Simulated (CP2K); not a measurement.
**CP2K run on Mo2WSe2S4 (P3m1, 9 atoms in the cell): self-consistent single point**

Level of theory: PBEsol, GPW, DZVP-MOLOPT-SR-GTH basis, GTH-PBE potentials (GTH_POTENTIALS) run with CP2K 2026.2.

The input file:

```
&GLOBAL
  PROJECT run
  RUN_TYPE ENERGY_FORCE
  PRINT_LEVEL MEDIUM
&END GLOBAL
&FORCE_EVAL
  METHOD Quickstep
  STRESS_TENSOR ANALYTICAL
  &DFT
    BASIS_SET_FILE_NAME BASIS_MOLOPT
    POTENTIAL_FILE_NAME GTH_POTENTIALS
    &QS
      METHOD GPW
      EPS_DEFAULT 1E-10
    &END QS
    &MGRID
      CUTOFF 500
      REL_CUTOFF 40
      NGRIDS 5
    &END MGRID
    &SCF
      SCF_GUESS ATOMIC
      EPS_SCF 1E-6
      MAX_SCF 100
      ADDED_MOS 13
      &DIAGONALIZATION
        ALGORITHM STANDARD
      &END DIAGONALIZATION
      &MIXING
        METHOD BROYDEN_MIXING
        ALPHA 0.3
        NBUFFER 10
      &END MIXING
    &END SCF
    &KPOINTS
      SCHEME MONKHORST-PACK 8 8 1
      GAMMA_CENTERED T
    &END KPOINTS
    &XC
      &XC_FUNCTIONAL
        &PBE
          PARAMETRIZATION PBESOL
        &END PBE
      &END XC_FUNCTIONAL
    &END XC
    &PRINT
      &MO
        EIGENVALUES T
        OCCUPATION_NUMBERS T
        NDIGITS 8
        FILENAME mo
        &EACH
          QS_SCF 0
        &END EACH
        ADD_LAST NUMERIC
      &END MO
      &MULLIKEN ON
      &END MULLIKEN
    &END PRINT
  &END DFT
  &SUBSYS
    &CELL
      ABC 3.23291000 3.23290984 30.20289000
      ALPHA_BETA_GAMMA 90.00000000 90.00000000 120.00000167
      PERIODIC XYZ
    &END CELL
    &COORD
      SCALED
      Mo       0.00000000     0.00000000     0.11286000
      Mo       0.33333300     0.66666700     0.34824000
      W        0.00000000     0.00000000     0.57988000
      Se       0.33333300     0.66666700     0.05627000
      Se       0.33333300     0.66666700     0.16936000
      S        0.00000000     0.00000000     0.39962000
      S        0.33333300     0.66666700     0.52829000
      S        0.33333300     0.66666700     0.63146000
      S        0.00000000     0.00000000     0.29686000
    &END COORD
    &KIND Mo
      BASIS_SET DZVP-MOLOPT-SR-GTH-q14
      POTENTIAL GTH-PBE-q14
    &END KIND
    &KIND W
      BASIS_SET DZVP-MOLOPT-SR-GTH-q14
      POTENTIAL GTH-PBE-q14
    &END KIND
    &KIND Se
      BASIS_SET DZVP-MOLOPT-SR-GTH-q6
      POTENTIAL GTH-PBE-q6
    &END KIND
    &KIND S
      BASIS_SET DZVP-MOLOPT-SR-GTH-q6
      POTENTIAL GTH-PBE-q6
    &END KIND
  &END SUBSYS
  &PRINT
    &FORCES ON
    &END FORCES
    &STRESS_TENSOR ON
    &END STRESS_TENSOR
  &END PRINT
&END FORCE_EVAL
```

Output, abridged:

```
 GLOBAL| Method name                                                        CP2K
 GLOBAL| Project name                                                        run
 GLOBAL| Run type                                                   ENERGY_FORCE

 CELL| Volume [angstrom^3]:                                           273.379744
 CELL| Vector a [angstrom]:       3.233     0.000     0.000   |a| =     3.232910
 CELL| Vector b [angstrom]:      -1.616     2.800     0.000   |b| =     3.232910
 CELL| Vector c [angstrom]:       0.000     0.000    30.203   |c| =    30.202890
 CELL| Angle (b,c), alpha [degree]:                                    90.000000
 CELL| Angle (a,c), beta  [degree]:                                    90.000000
 CELL| Angle (a,b), gamma [degree]:                                   120.000002
 CELL| Numerically orthorhombic:                                              NO
 CELL| Periodicity                                                           XYZ

 DFT| Spin restricted Kohn-Sham (RKS) calculation                            RKS
 DFT| Multiplicity                                                             1
 DFT| Number of spin states                                                    1
 DFT| Charge                                                                   0
 DFT| XC density smoothing                                                  NONE
 DFT| XC derivatives                                                          PW

 QS| Method:                                                                 GPW
 QS| Density plane wave grid type                        NON-SPHERICAL FULLSPACE
 QS| Number of grid levels:                                                    5
 QS| Density cutoff [a.u.]:                                                250.0
 QS| Multi grid cutoff [a.u.]: 1) grid level                               250.0
   [... lines left out ...]
 BRILLOUIN| Wavefunction type                                            COMPLEX
 BRILLOUIN| List of Kpoints [2 Pi/Bohr]                                       34
 BRILLOUIN| Number           Weight            X              Y              Z
 BRILLOUIN|     1           0.03125       -0.37500       -0.37500        0.00000
 BRILLOUIN|     2           0.03125       -0.37500       -0.25000        0.00000
 BRILLOUIN|     3           0.03125       -0.37500       -0.12500        0.00000
   [... 31 lines left out ...]
 *******************************************************************************

 Extrapolation method: initial_guess

 Re-scaling the density matrix to get the right number of electrons
                  # Electrons              Trace(P)               Scaling factor
                           78                78.000                        1.000

 Number of electrons:                                                         78
 Number of occupied orbitals:                                                 39
 Number of molecular orbitals:                                                52

 Number of orbital functions:                                                156
 Number of independent orbital functions:                                    156
 SCF WAVEFUNCTION OPTIMIZATION

  Step     Update method      Time    Convergence         Total energy    Change
     1 NoMix/Diag. 0.30E+00      -     1.40800310      -265.3110086312 -2.65E+02
     2 Broy./Diag. 0.30E+00      -     0.29515687      -268.4583881723 -3.15E+00
     3 Broy./Diag. 0.30E+00      -     0.08750743      -264.5297645753  3.93E+00
     4 Broy./Diag. 0.30E+00      -     0.02750461      -264.6595475510 -1.30E-01
     5 Broy./Diag. 0.30E+00      -     0.02028059      -264.1005110580  5.59E-01
     6 Broy./Diag. 0.30E+00      -     0.00438103      -264.2461445674 -1.46E-01
     7 Broy./Diag. 0.30E+00      -     0.00304326      -264.2967359073 -5.06E-02
   [... 10 lines left out ...]
    18 Broy./Diag. 0.30E+00      -     0.00001827      -264.3029169967 -1.89E-04
    19 Broy./Diag. 0.30E+00      -     0.00000764      -264.3029479810 -3.10E-05
    20 Broy./Diag. 0.30E+00      -     0.00000324      -264.3029312949  1.67E-05
    21 Broy./Diag. 0.30E+00      -     0.00000112      -264.3029347105 -3.42E-06
    22 Broy./Diag. 0.30E+00      -     0.00000087      -264.3029344243  2.86E-07
  *** SCF run converged in    22 steps ***

  Electronic density on regular grids:        -77.9999999998        0.0000000002
  Core density on regular grids:               77.9999999926       -0.0000000074
  Total charge density on r-space grids:       -0.0000000072
  Total charge density g-space grids:          -0.0000000072

  Overlap energy of the core charge distribution:               0.00000000213091
  Self energy of the core charge distribution:               -496.09880744895969
  Core Hamiltonian energy:                                    110.29095110640766
  Hartree energy:                                             157.80648435952304
  Exchange-correlation energy:                                -36.30156244339181

  Total energy:                                              -264.30293442428990

                     Mulliken Population Analysis

 #  Atom  Element  Kind  Atomic population                           Net charge
       1     Mo       1         14.226500                             -0.226500
       2     Mo       1         14.770767                             -0.770767
       3     W        2         14.816410                             -0.816410
       4     Se       3          5.887379                              0.112621
       5     Se       3          5.887684                              0.112316
       6     S        4          5.619789                              0.380211
       7     S        4          5.587574                              0.412426
       8     S        4          5.595421                              0.404579
       9     S        4          5.608476                              0.391524
 # Total charge                             78.000000                 -0.000000

 ENERGY| Total FORCE_EVAL ( QS ) energy [hartree]           -264.302939221125769

 FORCES| Atomic forces [hartree/bohr]
 FORCES|   Atom     x               y               z               |f|
 FORCES|      1 -4.60183389E-07  2.63268051E-07 -4.22499662E-04   4.22499995E-04
 FORCES|      2 -2.55016262E-06  1.47800829E-06 -2.11573208E-04   2.11593739E-04
 FORCES|      3 -5.45967628E-07  2.69351527E-07 -5.52043297E-04   5.52043632E-04
 FORCES|      4  2.30776824E-07 -1.51394111E-07  4.87531104E-03   4.87531105E-03
 FORCES|      5  2.57273450E-07 -1.28006306E-07 -3.25853513E-03   3.25853514E-03
 FORCES|      6 -2.82051239E-07  1.58640797E-07 -4.61846432E-03   4.61846433E-03
 FORCES|      7  3.06890445E-07 -1.33929293E-07  5.98301528E-03   5.98301528E-03
 FORCES|      8  3.06959032E-07 -1.73709827E-07 -6.58667267E-03   6.58667268E-03
 FORCES|      9 -2.81707778E-07  1.60322597E-07  4.74695982E-03   4.74695984E-03
 FORCES| Sum    -3.01817290E-06  1.74255173E-06 -4.45021439E-05
 FORCES| Total atomic force                                       4.46383990E-05

 STRESS| Analytical stress tensor [bar]
 STRESS|                        x                   y                   z
 STRESS|      x       -2.79009910097E+04  -8.88668030564E+00  -5.44743592447E-05
 STRESS|      y       -8.88668030564E+00  -2.79111664165E+04   4.42400799463E-03
 STRESS|      z       -5.44743592447E-05   4.42400799463E-03  -1.93212365922E+04
 STRESS| 1/3 Trace                                            -2.50444646728E+04
```

The run converged in 22 iterations.

The starting cell comes from a database of computed structures (which also holds hypothetical and non-ambient phases and stackings), without a prior relaxation at this level. Values carry the incompleteness of an atom-centred basis. The potentials were made for another functional than the one used.

Cost on one core of a shared machine: roughly 2 min.
